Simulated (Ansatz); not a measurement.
Mo: response to strain

The parent structure is Mo in the bcc (W type) structure (space group Im-3m, No. 229; a = 3.151 Å; relaxed with 0.1 eV smearing). Axes: x, y, z lie along the cube axes.

Strains are applied to the cell and any free atomic positions relax; under biaxial strain the out-of-plane vector relaxes too.

Calculations: Ansatz (a first-principles code) r2SCAN, no SOC, earlier PAW set.

Notes on the quantities. pressure: mean of the normal stresses, compression positive.

```tsv
variant	pressure	shortest interatomic distance	space group
base	0.0 GPa	2.729 Å	Im-3m (No. 229)
biaxial strain −3.71 %, plane normal [001], relaxed out of plane	14.8 GPa	2.689 Å	I4/mmm (No. 139)
biaxial strain −1.76 %, plane normal [111], relaxed out of plane	(withheld)	(withheld)	R-3m (No. 166)
isotropic strain −5.29 %	61.6 GPa	2.585 Å	Im-3m (No. 229)
isotropic strain +0.18 %	-1.5 GPa	2.734 Å	Im-3m (No. 229)
uniaxial strain ε_xx = +1.06 %	-2.8 GPa	2.739 Å	I4/mmm (No. 139)
uniaxial strain ε_yy = −2.73 %	8.1 GPa	2.704 Å	I4/mmm (No. 139)
uniaxial strain ε_zz = −0.19 %	0.5 GPa	2.727 Å	I4/mmm (No. 139)
uniaxial strain ε_zz = +5.83 %	-13.3 GPa	2.783 Å	I4/mmm (No. 139)
tensor shear ε_yz = −3.10 %	0.7 GPa	2.673 Å	Fmmm (No. 69)
```

Problem. What belongs in the blanks?

Solution. 
- biaxial strain −1.76 %, plane normal [111], relaxed out of plane, pressure: 5.1 GPa
- biaxial strain −1.76 %, plane normal [111], relaxed out of plane, shortest interatomic distance: 2.692 Å

No phonon test of stability was made. All final runs are without spin polarisation.
